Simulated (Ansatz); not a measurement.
An Ansatz (a first-principles code) input (LDA in Ansatz (plane waves to 420 eV, PAW, no spin-orbit coupling)):

Ansatz 0.2 input:
```yaml
crystal:
  lattice:
    - [-2.7541857274, 2.7541857274, 5.5629642301]
    - [2.7541857274, -2.7541857274, 5.5629642301]
    - [2.7541857274, 2.7541857274, -5.5629642301]
  atoms:
    - { symbol: Ga, position: [0.5, 0.5, 0] }
    - { symbol: Ga, position: [0.25, 0.75, 0.5] }
    - { symbol: Cu, position: [0, 0, 0] }
    - { symbol: Cu, position: [0.75, 0.25, 0.5] }
    - { symbol: Se, position: [0.875, 0.8841180779, 0.5091180779] }
    - { symbol: Se, position: [0.1158819221, 0.625, 0.9908819221] }
    - { symbol: Se, position: [0.375, 0.3658819221, 0.4908819221] }
    - { symbol: Se, position: [0.6341180779, 0.125, 0.0091180779] }
basis: { ecutwfc: 420, ecutrho_ratio: 4, xc_grid: 2, fft_grid_basis: typed }
kpoints: { mp_grid: { grid: [9, 9, 9] } }
hamiltonian:
  xc: lda
  dispersion: none
  pseudopotentials: { kind: paw }
scf: { occupations: { method: fermi_dirac, width: 0.05 }, convergence: { dr2_threshold: 0.0000000008 } }
relax: { f_tol: 0.005, max_steps: 50 }
output: { forces: true, stress: true }
checkpoint: { write: state.ck, write_every: 1000 }
```

Question: Which symmetry and how many k-points will the program report, and about how many plane waves at Γ?

Answer: Space group I-42d (ITA 122) with 8 operations, k-points 75 of 729, and 3291 plane waves at Γ.

Question: And the final pressure?

Answer: -1.12 GPa (compression positive).

The cells carry an imposed strain or load. No phonon test of stability was made. The final runs are not spin-polarised. The cell was made from GaCuSe$_{2}$ in the chalcopyrite structure (space group I-42d, No. 122) by this change: uniaxial strain ε_zz = +1.50 %.
